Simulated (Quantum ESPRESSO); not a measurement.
Quantum ESPRESSO 7.5, DFT, PBE, plane waves, PseudoDojo 0.5 standard norm-conserving PBE (local tails restored to the Coulomb form): diamond-structure Si, 2 atoms. Basis and mesh were picked for this test and aren't claimed converged.

```fortran
&CONTROL
  calculation = 'scf'
  pseudo_dir = './pseudo'
  outdir = './out'
  tprnfor = .true.
  tstress = .false.
/
&SYSTEM
  ibrav = 0
  nat = 2
  ntyp = 1
  ecutwfc = 36.0
  ecutrho = 144.0
  occupations = 'fixed'
/
&ELECTRONS
  conv_thr = 2e-09
/
ATOMIC_SPECIES
Si 28.0850 Si.upf
CELL_PARAMETERS angstrom
  0.000000000000   2.715500000000   2.715500000000
  2.715500000000   0.000000000000   2.715500000000
  2.715500000000   2.715500000000   0.000000000000
ATOMIC_POSITIONS crystal
Si   0.000000000000   0.000000000000   0.000000000000
Si   0.250000000000   0.250000000000   0.250000000000
K_POINTS automatic
10 10 10 0 0 0
```

The program reports k-points computed: 47, bands: 4, electrons: 8, G-vectors of the density: 7823, FFT grid: 32×32×32, symmetry operations: 48.

It runs on a single node (AMD EPYC (Zen 5), 96 cores on 1 socket, no SMT, 12 L3 cache groups; 94 cores' worth of CPU time may be used).

Each time is the median wall time of two to five repeats, run one at a time on the otherwise empty machine; start-up is included. Unless noted, each process is bound to its own block of adjacent cores. The build: conda-forge: Open MPI 5.0, OpenMP, OpenBLAS 0.3.34 (pthreads), FFTW, ScaLAPACK, ELPA; another build can shift the numbers. Scratch files lie in a memory file system.

Started as
```bash
OMP_NUM_THREADS=1 mpirun -np 8 pw.x -nk 8 -in pw.in
```
(8 ranks, nosym = false (default), noinv = false (default)) it takes 1.1 s and 7 SCF iterations.

Problem. Estimate the wall time with nosym = true, noinv = true.

Solution. About 4.7 s (3 runs within 2 %): 4.3× as long. The largest move is in FFTs of H·ψ (vloc_psi): 0.20 s to 2.1 s. Launch, exit and the like take 0.52 s of the 1.1 s. Change in the result: energy equal as printed.
